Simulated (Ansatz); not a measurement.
Consider SnO in the litharge type structure (space group P4/nmm, No. 129; a = 3.837 Å, c = 4.759 Å; layered, stacked along the Cartesian z axis). Axes: x, y, z lie along a, b, c of the conventional cell.

Level of theory: Ansatz (an electronic-structure program), PBE-D3(BJ), PAW, cutoff 420 eV, scalar-relativistic without spin-orbit coupling.

Before the change:

* **Pressure**: 0.0 GPa
* **Gap character**: absent
* **Band gap**: zero

Perturbation: the cell is stretched by 4.02 % along z with no lateral relaxation; the atoms relax in the strained cell.

Task: How does this affect the pressure?

Result: The pressure (mean of the normal stresses, compression positive) goes from zero to -0.7 GPa.

Task: Predict the new gap character.

Result: The gap character goes from absent to indirect, Γ → M.

Task: What happens to the band gap?

Result: The band gap changes from zero to 0.20 eV.

Task: Predict the new energy relative to the base.

Result: The energy rises by 3.0 meV/atom.

No phonon test of stability was made. All final runs are without spin polarisation. A zero or small gap of SnO can be the functional's error rather than a property of the material.
